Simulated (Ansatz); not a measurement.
## KH in the zinc blende structure (space group F-43m, No. 216; a hypothetical phase, not in the database extracts checked)

Space group F-43m (No. 216); a = b = c = 6.209 Å, α = β = γ = 90.00°

```json
[
 {"atom": "H", "site": "4c", "symmetry": "-43m", "x": "0.2500", "y": "0.2500", "z": "0.2500"},
 {"atom": "K", "site": "4a", "symmetry": "-43m", "x": "0.0000", "y": "0.0000", "z": "0.0000"}
]
```
(The calculation used a cell of 2 atoms; values per cell refer to that cell.)

All numbers come from Kohn–Sham DFT with the PBE functional, run in Ansatz (an electronic-structure program) with PAW and 420 eV plane waves, no spin-orbit coupling. k-mesh 9×9×9 (Γ-centred); smearing 0.05 eV (Fermi–Dirac).

| Property | Value |
|---|---|
| Volume per atom | 29.93 Å³ |
| Density | 1.11 g/cm³ |
| Band gap | 3.64 eV, indirect, X → L |
| Electron mass | 1.2 mₑ along k, 1.3 mₑ across |
| Lowest conduction-band minima above the VBM | L along ⟨111⟩ 3.64 eV; a point along ⟨100⟩, about 0.9 Å⁻¹ from Γ 3.79 eV; a point along ⟨110⟩, about 0.7 Å⁻¹ from Γ 4.04 eV |
| Total energy | -776.964 eV/atom (σ→0; compares only within this code and set-up) |

Effective masses come from finite differences of ±0.01 Å⁻¹. Along k means along the line from Γ to the band edge. Whether these cells are dynamically stable was not tested.
